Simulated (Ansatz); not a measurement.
1T (CdI2-type) MgI₂, treated with PBE-D3(BJ) (PAW; Ansatz, a program for electronic structure).

Numerical settings: plane-wave cutoff 520 eV, 12×12×6 k mesh (along the axes of the cell as run), perturbation theory, scalar-relativistic PAW data made under PBE.

Cell (relaxed at this level):

```
CELL_PARAMETERS angstrom
      4.12414     0.00000     0.00000
     -2.06207     3.57161     0.00000
      0.00000     0.00000     6.83150
ATOMIC_POSITIONS crystal
  Mg 0.00000 0.00000 0.00000
  I  0.33333 0.66667 0.24551
  I  0.66667 0.33333 0.75449
```

What does this level give for the high-frequency dielectric constant (mean over three axes) and static dielectric constant (mean over three axes)?


* **high-frequency dielectric constant (mean over three axes)**: 4.38
* **static dielectric constant (mean over three axes)**: 7.55

Note: the dispersion coefficients are held fixed in the derivatives.

Spin–orbit coupling is not included.

Cost on a shared machine: roughly 50 core-minutes.
